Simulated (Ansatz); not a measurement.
Element substitutions in NbAs

Take NbAs (space group I4_1md, No. 109) as the base.

```
NbAs
1.0
   -1.72903     1.72903     5.88217
    1.72903    -1.72903     5.88217
    1.72903     1.72903    -5.88217
Nb As
2 2
Direct
  0.99911   0.99911   0.00000
  0.74911   0.24911   0.50000
  0.41689   0.41689   0.00000
  0.16689   0.66689   0.50000
```

Each row replaces one element on all its sites; cell and atoms are relaxed.

Computed with r2SCAN (Ansatz, a quantum-chemistry and plane-wave program), no spin-orbit coupling.

Candidates:
(a) Nb → Ta
(b) As → P
(c) Nb → Be

Base values:

```
Item                Value
---------------  --------
Volume per atom  17.59 Å³
```

Question: Order them by volume per atom, lowest first.

Answer: (c) Nb → Be (14.44 Å³), (b) As → P (15.96 Å³), (a) Nb → Ta (17.34 Å³)

Whether these cells are dynamically stable was not tested. As relaxed here, BeAs is a hypothetical phase, not in the database extracts checked. The final runs are not spin-polarised.
